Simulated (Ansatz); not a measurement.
Take BN in the zinc blende structure (space group F-43m, No. 216) as the base.

```
CELL_PARAMETERS angstrom
      0.00000     1.80443     1.80443
      1.80443     0.00000     1.80443
      1.80443     1.80443     0.00000
ATOMIC_POSITIONS crystal
  N  0.75000 0.75000 0.75000
  B  0.00000 0.00000 0.00000
```

Computed with plane-wave PAW DFT at the r2SCAN level (Ansatz, a first-principles code, 500 eV), spin-orbit coupling left out, earlier PAW set.

Before the change:

```
Item                             Value
-----------------------------  -------
Smallest direct gap            9.58 eV
Shortest interatomic distance  1.563 Å
Width of the top valence band  6.71 eV
```

The change: Al takes the place of B on all its sites, then cell and atoms are relaxed.

Tabulated Pauling electronegativity and covalent radius: B 2.04, 0.84 Å; Al 1.61, 1.21 Å.

What happens to the smallest direct gap?

The smallest direct gap falls by 4.745 eV, from 9.58 eV to 4.84 eV.

What happens to the shortest interatomic distance?

The shortest interatomic distance goes up by 0.329 Å, from 1.563 Å to 1.892 Å.

Estimate the effect on the width of the top valence band.

The width of the top valence band shrinks by 4.03 eV, from 6.71 eV to 2.68 eV.

No phonon test of stability was made. This is not the structure that AlN has at room temperature and ambient pressure.
